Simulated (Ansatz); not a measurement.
# Response to strain in WSi2

Consider WSi₂ (space group I4/mmm, No. 139; relaxed with 0.1 eV smearing).

```
CELL_PARAMETERS angstrom
     -1.59264     1.59264     3.88656
      1.59264    -1.59264     3.88656
      1.59264     1.59264    -3.88656
ATOMIC_POSITIONS crystal
  Si 0.66535 0.66535 0.00000
  Si 0.33465 0.33465 0.00000
  W  0.00000 0.00000 0.00000
```

Cartesian axes are those of the cell as printed.

Strains are applied to the cell and any free atomic positions relax.

Method: Ansatz (a program for electronic structure), LDA, PAW, cutoff 420 eV, without spin-orbit coupling.

Notes on the quantities. energy relative to the base: free energy F; pressure: mean of the normal stresses, compression positive.

| variant | energy relative to the base | pressure | volume per atom |
|---|---|---|---|
| base | 0 meV/atom | 0.0 GPa | 13.14 Å³ |
| uniaxial strain ε_xx = −3.00 % | +18 meV/atom | 7.5 GPa | 12.75 Å³ |
| uniaxial strain ε_xx = −2.50 % | +12 meV/atom | 6.2 GPa | 12.82 Å³ |
| uniaxial strain ε_xx = −2.00 % | +7.7 meV/atom | 4.9 GPa | 12.88 Å³ |
| uniaxial strain ε_xx = −0.50 % | +0.5 meV/atom | 1.2 GPa | 13.08 Å³ |
| uniaxial strain ε_xx = +0.50 % | +0.5 meV/atom | -1.1 GPa | 13.21 Å³ |
| uniaxial strain ε_xx = +1.00 % | +1.8 meV/atom | -2.2 GPa | 13.28 Å³ |
| uniaxial strain ε_xx = +1.50 % | +4.0 meV/atom | -3.3 GPa | 13.34 Å³ |
| uniaxial strain ε_xx = +2.00 % | +7.1 meV/atom | -4.3 GPa | 13.41 Å³ |
| uniaxial strain ε_xx = +3.00 % | +16 meV/atom | -6.3 GPa | 13.54 Å³ |

No phonon test of stability was made. The final runs are not spin-polarised.
